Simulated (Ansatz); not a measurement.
```
CELL_PARAMETERS angstrom
      3.56205     0.00000     0.00000
     -1.78102     3.08482     0.00000
      0.00000     0.00000     4.53089
ATOMIC_POSITIONS crystal
  Pt 0.00000 0.00000 0.00000
  S  0.33333 0.66667 0.26200
  S  0.66667 0.33333 0.73800
```

The cell was generated from a structure type, relaxed within its symmetry, and need not be the phase found at ambient conditions. Spin-orbit coupling is not included.

Question: List the harmonic phonon frequencies (cm⁻¹; finite displacements on a 6×6×4 mesh, LDA in Ansatz, a program for electronic structure, k mesh 12×12×8, methfessel-paxton smearing of 0.15 eV) at q = (0.167, 0.333, -0.250), (0.333, 0.333, -0.500), (0.167, 0.333, 0.000), in fractions of this cell's reciprocal vectors. At Γ leave out the LO-TO shift.

Answer: 
- (0.167, 0.333, -0.250): 117, 143, 181, 276, 298, 312, 337, 348, 366
- (0.333, 0.333, -0.500): 133, 176, 176, 292, 292, 327, 341, 341, 364
- (0.167, 0.333, 0.000): 113, 144, 180, 273, 296, 313, 334, 339, 372

The PAW data sets were generated under PBE and serve the other functionals too.
